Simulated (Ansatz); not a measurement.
## rock-salt TiN (1 1 0) on 3C silicon carbide (1 1 0) (film strained to the substrate, faces as cut)

A periodic stack without vacuum, rock-salt TiN (1 1 0) on 3C silicon carbide (1 1 0) (film strained to the substrate, faces as cut): substrate slab C10Si10, film N6Ti6, surface cells [[0, -1], [1, -1]] and [[0, -1], [1, -1]], film strained by +3.1 and +3.1 %, faces CSi/CSi and NTi/NTi as cut (like faces can put a slab off its formula).

The start was prepared with a machine-learned potential, and the result is one local minimum, with the in-plane cell held and forces under 0.04 eV/Å; the film can end far from its bulk form.

These are PBE (plane waves to 420 eV, PAW; Ansatz, an electronic-structure program) values and carry that method's errors. Scalar-relativistic, without spin–orbit coupling; the runs are not spin-polarised; PBE gaps are too small against experiment. Its k-point mesh 12×7×1, Fermi–Dirac width 0.05 eV.

| Item | Value |
|---|---|
| interface area | 13.6 Å² |
| period | 24.60 Å |
| gaps between the outermost planes at the two interfaces | 1.63 and 1.63 Å |
| C–Ti contacts across the interfaces within 1.22 times the sum of covalent radii | 4, mean 2.43 Å |
| Si–Ti contacts across the interfaces within 1.22 times the sum of covalent radii | 4, mean 2.87 Å |
| N–Si contacts across the interfaces within 1.22 times the sum of covalent radii | 2, mean 1.80 Å |
| hole barrier (PBE) | 1.17 eV |
| electron barrier (PBE) | 0.20 eV |

```yaml
crystal:
  lattice:
    - [3.09709, 0.00007, 0.01534]
    - [3.09712, 4.38002, -0.01568]
    - [-0.12482, 0.17497, 24.59468]
  atoms:
    - { symbol: C, position: [0.97843, 0.28204, 0.02928] }
    - { symbol: C, position: [0.97024, 0.79023, 0.09258] }
    - { symbol: C, position: [0.97437, 0.28610, 0.15537] }
    - { symbol: C, position: [0.97398, 0.78650, 0.21820] }
    - { symbol: C, position: [0.97422, 0.28628, 0.28125] }
    - { symbol: C, position: [0.97423, 0.78627, 0.34412] }
    - { symbol: C, position: [0.97402, 0.28649, 0.40717] }
    - { symbol: C, position: [0.97444, 0.78609, 0.47000] }
    - { symbol: C, position: [0.97031, 0.29021, 0.53279] }
    - { symbol: C, position: [0.97852, 0.78201, 0.59609] }
    - { symbol: Si, position: [0.22177, 0.03870, 0.09167] }
    - { symbol: Si, position: [0.22411, 0.53636, 0.03178] }
    - { symbol: Si, position: [0.22401, 0.03647, 0.21824] }
    - { symbol: Si, position: [0.22509, 0.53538, 0.15548] }
    - { symbol: Si, position: [0.22427, 0.03624, 0.34418] }
    - { symbol: Si, position: [0.22425, 0.53624, 0.28119] }
    - { symbol: Si, position: [0.22515, 0.03537, 0.46989] }
    - { symbol: Si, position: [0.22405, 0.53647, 0.40713] }
    - { symbol: Si, position: [0.22421, 0.03634, 0.59359] }
    - { symbol: Si, position: [0.22185, 0.53868, 0.53370] }
    - { symbol: N, position: [0.08373, 0.17665, 0.66225] }
    - { symbol: N, position: [0.10058, 0.65980, 0.72295] }
    - { symbol: N, position: [0.10032, 0.15987, 0.78231] }
    - { symbol: N, position: [0.10033, 0.65987, 0.84307] }
    - { symbol: N, position: [0.10063, 0.15981, 0.90242] }
    - { symbol: N, position: [0.08378, 0.67667, 0.96312] }
    - { symbol: Ti, position: [0.59571, 0.16458, 0.72276] }
    - { symbol: Ti, position: [0.61451, 0.64567, 0.66805] }
    - { symbol: Ti, position: [0.59808, 0.16224, 0.84373] }
    - { symbol: Ti, position: [0.59812, 0.66224, 0.78165] }
    - { symbol: Ti, position: [0.61468, 0.14569, 0.95733] }
    - { symbol: Ti, position: [0.59567, 0.66459, 0.90261] }
```
